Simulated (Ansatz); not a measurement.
TaAs in the CsCl type structure (space group Pm-3m, No. 221; a hypothetical phase, not in the database extracts checked)

```
TaAs
1.0
    3.21452     0.00000     0.00000
    0.00000     3.21452     0.00000
    0.00000     0.00000     3.21452
Ta As
1 1
Direct
  0.00000   0.00000   0.00000
  0.50000   0.50000   0.50000
```

Level of theory: PBE (Ansatz, a quantum-chemistry and plane-wave program; PAW; 420 eV plane waves; scalar-relativistic without spin-orbit coupling). Γ-centred 14×14×14 mesh, Fermi–Dirac width 0.05 eV.

```yaml
volume_per_atom: 16.61 Å³
density: 12.79 g/cm³
band_gap: zero
total_energy: -7394.462 eV/atom (σ→0; compares only within this code and set-up)
```

Whether these cells are dynamically stable was not tested. All final runs are without spin polarisation.
